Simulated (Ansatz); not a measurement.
Start from TiO2 in the anatase structure (space group I4_1/amd, No. 141; a = 3.7780 Å, c = 9.5887 Å). Axes: x, y, z lie along a, b, c of the conventional cell.

The values are results of r2SCAN (Ansatz, a quantum-chemistry and plane-wave program; PAW; 500 eV plane waves; without spin-orbit coupling), earlier PAW set, not measurements.

Strains are applied to the cell and any free atomic positions relax; under stress the whole cell relaxes.

One change was made to it. Results:

```csv
quantity,base,after
band gap,2.53 eV,2.63 eV
shortest interatomic distance,1.933 Å,1.949 Å
energy relative to the base (free energy F),0 meV/atom,+15 meV/atom
```

Task: Name the change that was made.
A) uniaxial strain ε_xx = +1.37 %
B) uniaxial strain ε_xx = +3.72 %
C) uniaxial stress, 2 GPa compression along x
D) uniaxial strain ε_zz = +4.62 %

Result: D, uniaxial strain ε_zz = +4.62 %. For comparison, the band gap in the other runs: uniaxial stress, 2 GPa compression along x gives 2.57 eV; uniaxial strain ε_xx = +3.72 % gives 2.45 eV; uniaxial strain ε_xx = +1.37 % gives 2.50 eV.

Stability under load was not tested beyond the relaxation. The final runs are not spin-polarised.
